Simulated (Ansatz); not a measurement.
## TiB2: pressure series

The parent structure is TiB₂ (space group P6/mmm, No. 191).

```yaml
crystal:
  lattice:
    - [3.02488, 0.00000, 0.00000]
    - [-1.51244, 2.61962, 0.00000]
    - [0.00000, 0.00000, 3.22383]
  atoms:
    - { symbol: Ti, position: [0.00000, 0.00000, 0.00000] }
    - { symbol: B, position: [0.33333, 0.66667, 0.50000] }
    - { symbol: B, position: [0.66667, 0.33333, 0.50000] }
```

Cell and atoms are relaxed at each pressure.

Method: r2SCAN (Ansatz, a first-principles code; PAW; 500 eV plane waves; scalar-relativistic without spin-orbit coupling), earlier PAW set.

Notes on the quantities. enthalpy: H = E + PV relative to the base's energy.

| change | enthalpy | density |
|---|---|---|
| base | – | 4.52 g/cm³ |
| pressure −2 GPa | -0.11 eV/atom | 4.48 g/cm³ |
| pressure −1 GPa | -0.05 eV/atom | 4.50 g/cm³ |
| pressure 1.8 GPa | +0.10 eV/atom | 4.55 g/cm³ |
| pressure 4.2 GPa | +0.22 eV/atom | 4.59 g/cm³ |
| pressure 9 GPa | +0.47 eV/atom | 4.67 g/cm³ |
| pressure 18 GPa | +0.93 eV/atom | [?] |
| pressure 30 GPa | +1.52 eV/atom | 4.97 g/cm³ |
| pressure 45 GPa | +2.23 eV/atom | 5.17 g/cm³ |
| pressure 60 GPa | +2.91 eV/atom | 5.34 g/cm³ |

Problem. Fill in the withheld entries from the trend.

Solution. 
- pressure 18 GPa, density: 4.81 g/cm³

Load acts through the strain it causes; cell and atoms are relaxed under it. Whether these cells are dynamically stable was not tested. No other phases were tried under pressure. All final runs are without spin polarisation.
